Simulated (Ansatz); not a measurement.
Pressure series in ZnSe

Consider ZnSe in the zinc blende structure (space group F-43m, No. 216; a = 5.6655 Å).

Cell and atoms are relaxed at each pressure.

The values are results of Kohn–Sham DFT with the r2SCAN functional, run in Ansatz (an electronic-structure program) with PAW and 500 eV plane waves, scalar-relativistic without spin-orbit coupling, not measurements.

Candidates:
(a) pressure 5 GPa
(b) pressure 7.5 GPa
(c) pressure 0.3 GPa
(d) pressure 10 GPa

For the base:

```
Item        Value
--------  -------
Band gap  1.87 eV
```

Question: Order them by band gap, highest first.

Answer: (d) pressure 10 GPa (2.39 eV), (b) pressure 7.5 GPa (2.28 eV), (a) pressure 5 GPa (2.16 eV), (c) pressure 0.3 GPa (1.89 eV)

Load acts through the strain it causes; cell and atoms are relaxed under it. No phonon test of stability was made. Tetrahedral semiconductors of this kind turn to denser phases somewhere between about 1 and 50 GPa; those were not computed, so compressed cells here can lie past the real transition.
